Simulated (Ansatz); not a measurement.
One hop of C vacancy in 3C silicon carbide, charge +2 (a nearby C jumps into the vacancy, from the lowest site run), by climbing-image NEB in supercells of different size; the k-point mesh changes with the cell. These are PBE, PAW (plane waves to 420 eV; Ansatz, a first-principles code) values and carry that method's errors. Static nuclei, no finite-size correction. Saddle orders were checked for a part of the study's bands only and are not shown. Vacancies start on their lattice site; split forms were not set up. Charge states are imposed.

| Cell and mesh | Hop (Å) | Neighbours at the saddle | Barrier (eV) |
|---|---|---|---|
| 64 sites, 3×3×3 shifted, single points at the band's geometries | 3.08 | Si at 1.80, 2 Si at 2.20, 2 Si at 2.24 Å | 5.22 |
| 216 sites, 2×2×2 shifted, single points at the band's geometries | 3.07 | Si at 1.80, 2 Si at 2.21, 2 Si at 2.23 Å | (withheld) |

**Question.** Complete the blanks.

**Answer.** 
- 216 sites, 2×2×2 shifted, single points at the band's geometries, Barrier (eV): 5.09

From the smallest to the largest cell the barrier changes by -0.13 eV.
